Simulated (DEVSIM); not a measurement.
Structure: abrupt Si p-n junction, at 400 K.

Layer 1 from the left is Si, thickness (μm) 3.00, Na (cm⁻³) 6.4e18, τn (s) 4.8e-7, τp (s) 4.8e-7. Layer 2 from the left is Si, thickness (μm) 17.0, Nd (cm⁻³) 6.3e16, τn (s) 4.8e-7, τp (s) 1.4e-5.

Left contact: ohmic. Right contact: ohmic. Voltage is applied to the left contact. Recombination: SRH at mid-gap, radiative, Auger. Mobility is μmin + (μ − μmin)/(1 + (N/Nref)^α).

This is a model device: material constants are rounded textbook-type values typed into the input, and sizes, dopings and lifetimes were drawn at random. Values at 300 K; Nc and Nv go as T^1.5, mobilities as T to minus their exponent, the gap by Varshni's rule with the affinity fixed.

Si: gap (eV) 1.124, affinity (eV) 4.05, permittivity 11.7, Nc (cm⁻³) 2.86e19, Nv (cm⁻³) 3.1e19, μn (cm²/Vs) 1417, μp (cm²/Vs) 470, μn,min 52, μp,min 45, Nref,n 9.7e16, Nref,p 2.2e17, αn 0.68, αp 0.72, T exponent of μn 2.3, T exponent of μp 2.2, B (cm³/s) 4.7e-15, Cn (cm⁶/s) 2.8e-31, Cp (cm⁶/s) 9.9e-32, Varshni α (eV/K) 0.000473, Varshni β (K) 636.

Simulated with DEVSIM: 1D drift-diffusion, Boltzmann statistics, complete ionisation; no tunnelling, impact ionisation, image-force lowering or self-heating.

Question: What does the simulation give for the potential step across the device at zero bias, the dark forward voltage at 100 A/cm², the largest field in the device at zero bias, the dark forward voltage at 1 A/cm²?

Answer: potential step across the device at zero bias 0.801 V; dark forward voltage at 100 A/cm² 0.696 V; largest field in the device at zero bias 180000 V/cm; dark forward voltage at 1 A/cm² 0.515 V.
